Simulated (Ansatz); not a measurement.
Start from Sb in the A7 type structure (space group R-3m, No. 166; a = 4.328 Å, c = 11.344 Å (hexagonal axes); layered).

Method: r2SCAN+rVV10 (Ansatz, a program for electronic structure), without spin-orbit coupling.

Before the change:

| Quantity | Value |
|---|---|
| Shortest interatomic distance | 2.920 Å |
| In-plane lattice parameter a | 4.328 Å |

Now apply this change: a free-standing slab of 3 layers (6 atoms, 2 a layer) is cut normal to the stacking axis, with 15 Å of vacuum and the in-plane cell relaxed.

Question: How does this affect the excess energy per area of both faces?

Answer: The excess energy per area of both faces (slab less bulk energy over the cell's area: twice a surface energy) amounts to 0.6 J/m² (uncertain by up to 0.06 J/m²).

Question: What does the calculation give for the shortest interatomic distance after the change?

Answer: The shortest interatomic distance falls by 0.032 Å to 2.888 Å.

Question: What happens to the in-plane lattice parameter a?

Answer: The in-plane lattice parameter a shrinks by 0.093 Å to 4.235 Å.

Question: What happens to the thickness between the outermost nuclei?

Answer: The thickness between the outermost nuclei is 9.41 Å.

Slab and bulk use different k-meshes, which limits the precision of the excess energy. Whether these cells are dynamically stable was not tested.
